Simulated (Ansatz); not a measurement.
We consider PdSn (model structure, started from the CoSn type, P6/mmm, No. 191, 6 atoms in the cell), described by LDA in Ansatz (plane waves, PAW).

Run with plane-wave cutoff 520 eV, 12×12×12 k mesh, Fermi–Dirac smearing 0.05 eV, scalar-relativistic PAW data made under PBE.

Cell (relaxed at this level):

```cif
data_Pd3Sn3
_chemical_formula_sum 'Pd3 Sn3'
_space_group_name_H-M_alt 'P 1'
_space_group_IT_number 1
_cell_length_a 5.57010
_cell_length_b 5.57010
_cell_length_c 4.37639
_cell_angle_alpha 90.000
_cell_angle_beta 90.000
_cell_angle_gamma 120.000
loop_
_space_group_symop_operation_xyz
  'x, y, z'
loop_
_atom_site_label
_atom_site_type_symbol
_atom_site_fract_x
_atom_site_fract_y
_atom_site_fract_z
_atom_site_occupancy
Pd1 Pd 0.00000 0.50000 0.00000 1
Pd2 Pd 0.50000 0.00000 0.00000 1
Pd3 Pd 0.50000 0.50000 0.00000 1
Sn1 Sn 0.66667 0.33333 0.50000 1
Sn2 Sn 0.33333 0.66667 0.50000 1
Sn3 Sn 0.00000 0.00000 0.00000 1
```

Q: Give the computed bulk modulus.

A: 
* **bulk modulus**: 127 GPa

The run finds no gap.

Note: the bulk modulus is −V dP/dV from two relaxed cells at ±2 % in volume; the relaxation could raise the start's symmetry but not lower it, so the cell can be a saddle point.

Spin–orbit coupling is not included.

Computed values are for the static lattice.

A model structure was made by putting elements into a prototype or built by hand; it is no filed structure, need not be a known phase, and can be a saddle point held by its symmetry.

Ansatz is a quantum-chemistry and plane-wave program.
